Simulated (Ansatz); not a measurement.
The reference is HfC in the rock salt structure (space group Fm-3m, No. 225).

```xyz
2
Lattice="0.0000 2.3203 2.3203 2.3203 0.0000 2.3203 2.3203 2.3203 0.0000" Properties=species:S:1:pos:R:3 pbc="T T T"
C      0.0000     0.0000     0.0000
Hf     2.3203     2.3203     2.3203
```

Calculations: plane-wave PAW DFT at the r2SCAN level (Ansatz, a first-principles code, 500 eV), no spin-orbit coupling.

One change was made to it. Results:

| quantity | base | after |
|---|---|---|
| shortest interatomic distance | 232.0 pm | 230.8 pm |
| density | 12.66 g/cm³ | 12.87 g/cm³ |

Name the change that was made.
(A) pressure 9 GPa
(B) pressure 4.2 GPa
(C) pressure 18 GPa
(D) pressure 30 GPa

B, pressure 4.2 GPa. For comparison, the shortest interatomic distance in the other runs: pressure 18 GPa gives 227.1 pm; pressure 30 GPa gives 224.4 pm; pressure 9 GPa gives 229.4 pm.

Load acts through the strain it causes; cell and atoms are relaxed under it. Whether these cells are dynamically stable was not tested. No other phases were tried under pressure. The final runs are not spin-polarised.
